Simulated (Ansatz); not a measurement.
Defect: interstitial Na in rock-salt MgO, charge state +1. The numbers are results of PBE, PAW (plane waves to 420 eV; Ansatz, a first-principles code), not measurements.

Cell of 64 host sites held at the relaxed PBE lattice; a 2×2×2 k-point mesh shifted by half a step; Fermi-Dirac width 0.01 eV, spin-restricted; finite-size errors left in. Energies are static. The charge state is imposed; whether it is stable for some Fermi level was not computed. Sites that were not tried may lie lower.

The step: several atoms move together, Na the farthest. Atoms about the jump, Cartesian Å from the middle of the jump, before and after:

```
atom     x0     y0     z0     x1     y1     z1
----  -----  -----  -----  -----  -----  -----
Na1   -1.06   0.00   0.00   1.06   0.00   0.00
O2     0.08  -1.14   1.14  -0.08  -1.14   1.14
O3     0.08   1.14  -1.14  -0.08   1.14  -1.14
Mg4    0.21  -1.27  -1.27  -0.21  -1.27  -1.27
Mg5    0.21   1.27   1.27  -0.21   1.27   1.27
O6     2.16  -1.08  -1.08   2.20  -1.14  -1.14
O7    -2.20  -1.14  -1.14  -2.16  -1.08  -1.08
O8     2.16   1.08   1.08   2.20   1.14   1.14
O9    -2.20   1.14   1.14  -2.16   1.08   1.08
Mg10   2.14  -1.08   1.08   2.33  -1.27   1.27
Mg11   2.14   1.08  -1.08   2.33   1.27  -1.27
Mg12  -2.33  -1.27   1.27  -2.14  -1.08   1.08
Mg13  -2.33   1.27  -1.27  -2.14   1.08  -1.08
Mg14   0.02  -3.20   1.08  -0.02  -3.20   1.08
Mg15   0.02   1.08  -3.20  -0.02   1.08  -3.20
Mg16   0.02  -1.08   3.20  -0.02  -1.08   3.20
Mg17   0.02   3.20  -1.08  -0.02   3.20  -1.08
O18    0.02  -3.22  -1.08  -0.02  -3.22  -1.08
O19    0.02  -1.08  -3.22  -0.02  -1.08  -3.22
O20    0.02   1.08   3.22  -0.02   1.08   3.22
O21    0.02   3.22   1.08  -0.02   3.22   1.08
```

**Question.** Give the saddle-point geometry and the barrier.

**Answer.** 
| atom | x | y | z |
|---|---|---|---|
| Na1 | 0.00 | -0.01 | -0.02 |
| O2 | 0.00 | -1.33 | 1.34 |
| O3 | 0.00 | 1.35 | -1.33 |
| Mg4 | 0.00 | -1.46 | -1.47 |
| Mg5 | 0.00 | 1.45 | 1.44 |
| O6 | 1.97 | -1.05 | -1.05 |
| O7 | -1.97 | -1.05 | -1.05 |
| O8 | 1.98 | 1.05 | 1.05 |
| O9 | -1.98 | 1.05 | 1.05 |
| Mg10 | 2.12 | -1.12 | 1.13 |
| Mg11 | 2.12 | 1.13 | -1.13 |
| Mg12 | -2.12 | -1.12 | 1.13 |
| Mg13 | -2.12 | 1.13 | -1.13 |
| Mg14 | 0.00 | -3.23 | 1.11 |
| Mg15 | 0.00 | 1.12 | -3.24 |
| Mg16 | 0.00 | -1.10 | 3.24 |
| Mg17 | 0.00 | 3.25 | -1.11 |
| O18 | 0.00 | -3.29 | -1.09 |
| O19 | 0.00 | -1.08 | -3.30 |
| O20 | 0.00 | 1.10 | 3.29 |
| O21 | 0.00 | 3.30 | 1.09 |
It lies 0.59 eV above the start and 0.59 eV above the end. The program found a first-order saddle point.
